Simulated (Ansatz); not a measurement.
An Ansatz (an electronic-structure program) run: NiSb with a change (biaxial strain −4.25 %, plane normal [001], relaxed out of plane); PBE/PAW in Ansatz, no spin-orbit coupling.

Input:

Ansatz 0.2 input:
```yaml
crystal:
  lattice:
    - [3.8114640901, 0, 0]
    - [1.9057320451, 3.3008247276, 0]
    - [0, 0, 5.2621417383]
  atoms:
    - { symbol: Ni, position: [0, 0, 0] }
    - { symbol: Ni, position: [0, 0, 0.5] }
    - { symbol: Sb, position: [0.3333333333, 0.3333333333, 0.25] }
    - { symbol: Sb, position: [0.6666666667, 0.6666666667, 0.75] }
basis: { ecutwfc: 420, ecutrho_ratio: 4, xc_grid: 2, fft_grid_basis: typed }
kpoints: { mp_grid: { grid: [17, 17, 11] } }
hamiltonian:
  xc: pbe
  dispersion: none
  pseudopotentials: { kind: paw }
scf: { occupations: { method: fermi_dirac, width: 0.1 } }
relax: { f_tol: 0.005, max_steps: 50, cell: { stress_tol: 0.01, fix: [a, b, gamma] } }
output: { forces: true, stress: true }
checkpoint: { write: state.ck, write_every: 1000 }
```

Output (explanatory and most iteration lines left out):

```
Relaxation: its limit of steps is 50 (relax.max_steps)
Pseudopotential: Ni, paw, valence charge 18
Pseudopotential: Sb, paw, valence charge 15
Crystal: 4 atoms, lattice volume = 66.203 Å³
Basis set: ecut = 420 eV, 1277 PW (Γ), exchange–correlation on 54×54×72 points (8 copies of the dense FFT grid, shifted against one another)
Bands: 40, of which v1, the nominal top of the filled ones, is band 33 counted from 1 (32 counted from 0)
Symmetry: 24 space group operations
Space group: P63/mmc (ITA 194), of the structure as read, at distance tolerance 4.0e-5 Å
k-points: 198 of 3179
Functional: x = pbe(κ = 0.804, μ = 0.2195149727645171), c = pbe(β = 0.06672455060314922)
SCF iter   1: F=—  HF=-24649.308345 eV  |F-HF|=—  |Δ(HF+E_count)|=         —  Δρ=3.16e-3  dr2=4.25e-3  ethr=1.77e-3  ⟨swp⟩=6.6  Hψ=31437  notcnv=0  defer=17
SCF iter   2: F=—  HF=-24649.308025 eV  |F-HF|=—  |Δ(HF+E_count)|=   3.20e-4  Δρ=1.04e-3  dr2=5.08e-4  ethr=6.43e-6  ⟨swp⟩=2.0  Hψ=15701  notcnv=0  defer=18
SCF 1 converged in 6 iterations: F = -24649.308086 eV  dr2 = 7.65e-8
relax step   1: F+E_penalty+E_count = -24649.30808644 eV  Δ(F+E_penalty+E_count) = +0.000e0 eV  max|allowed force component| = 8.095e-17 eV/Å  Δτ_max = 0.0000 Å  P = +9.013 GPa  Ω = 66.203 Å³  fix = [a, b, gamma]  reactions: a +11.507, b +11.507 GPa  (6 SCF iters, dr2 threshold 1.00e-7 eV, accepted)
[... steps on the carried basis left out ...]
relax step   4: F+E_penalty+E_count = -24649.32581989 eV  Δ(F+E_penalty+E_count) = +5.909e-6 eV  max|allowed force component| = 6.881e-17 eV/Å  Δτ_max = 0.0000 Å  P = +6.004 GPa  Ω = 67.714 Å³  energy of the carried Pulay correction = -6.596e-4 eV  fix = [a, b, gamma]  reactions: a +9.006, b +9.006 GPa  (6 SCF iters, dr2 threshold 1.01e-8 eV, accepted)
Crystal: 4 atoms, lattice volume = 67.714 Å³
SCF iter   1: F=—  HF=-24649.325656 eV  |F-HF|=—  |Δ(HF+E_count)|=         —  Δρ=4.47e-4  dr2=2.93e-6  ethr=1.24e-7  ⟨swp⟩=3.0  Hψ=53543  notcnv=0
SCF iter   2: F=—  HF=-24649.326216 eV  |F-HF|=—  |Δ(HF+E_count)|=   5.60e-4  Δρ=2.28e-4  dr2=8.36e-7  ethr=4.44e-9  ⟨swp⟩=2.0  Hψ=10041  notcnv=0
SCF 5 converged in 8 iterations: F = -24649.326419 eV  dr2 = 2.22e-13
SCF converged after 8 iterations
Free energy (F): -24649.326419 eV
Internal energy: -24649.264032 eV  (E = F + TS)
E sigma→0 (E₀):  -24649.295225 eV
Entropy (-TS):   -0.062388 eV (-15.597 meV/atom)
Fermi energy:    15.589677 eV
--- Forces (eV/Å), atoms counted from 1 ---
  atom   1  Ni     0.00000000     0.00000000     0.00000000
  atom   2  Ni     0.00000000    -0.00000000     0.00000000
  atom   3  Sb     0.00000000     0.00000000     0.00000000
  atom   4  Sb    -0.00000000    -0.00000000    -0.00000000
--- Stress (GPa, compression-positive) ---
        8.997277       0.000000       0.000000
        0.000000       8.997277       0.000000
        0.000000       0.000000      -0.009477
  P = ⅓ Tr σ = 5.9950 GPa (59.950 kbar)
--- Relaxed structure (4 steps of the walk, 4 accepted, 1 SCFs on fresh bases) ---
  cell:  # Å, volume = 67.7140 Å³
    - [3.811464090077633, -2.8867465940505158e-11, 0.0]
    - [1.9057320450638164, 3.3008247276049363, 0.0]
    - [0.0, 0.0, 5.38225691021172]
  atoms:
    - { symbol: Ni, position: [-6.720915562187221e-35, -6.077805375625526e-37, 8.668558669480082e-50] }
    - { symbol: Ni, position: [1.0058324993580688e-34, 6.0778053785444624e-37, 0.49999999999999994] }
    - { symbol: Sb, position: [0.3333333333333333, 0.33333333333333326, 0.24999999999999997] }
    - { symbol: Sb, position: [0.6666666666666666, 0.6666666666666665, 0.7499999999999999] }
```

Whether these cells are dynamically stable was not tested. All final runs are without spin polarisation. The cell was made from NiSb in the NiAs type structure (space group P6_3/mmc, No. 194; non-magnetic) by this change: biaxial strain −4.25 %, plane normal [001], relaxed out of plane.
